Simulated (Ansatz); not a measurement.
Ru, pressure series

Take Ru in the hcp (Mg type) structure (space group P6_3/mmc, No. 194; a = 2.6919 Å, c = 4.2456 Å) as the base.

Cell and atoms are relaxed at each pressure.

Calculations: PBEsol/PAW in Ansatz (a first-principles code), scalar-relativistic without spin-orbit coupling.

```tsv
pressure (GPa)	volume per atom (Å³/atom)
-2	13.400
-1	13.361
0	13.321
7	?
15	12.807
30	12.387
50	11.924
75	11.452
100	11.060
```

Task: Fit the third-order Birch–Murnaghan form P(V) = (3B₀/2)[(V₀/V)^(7/3) − (V₀/V)^(5/3)]·[1 + (3/4)(B₀′ − 4)((V₀/V)^(2/3) − 1)] (squares taken in P) to the rows shown and predict the withheld row.

Result: Least squares on the printed values gives V₀ = 13.321 Å³/atom, B₀ = 349 GPa, B₀′ = 4.6; this predicts 13.068 Å³/atom, and the run gives 13.067 Å³/atom, in agreement.

Load acts through the strain it causes; cell and atoms are relaxed under it. No phonon test of stability was made. No other phases were tried under pressure. All final runs are without spin polarisation.
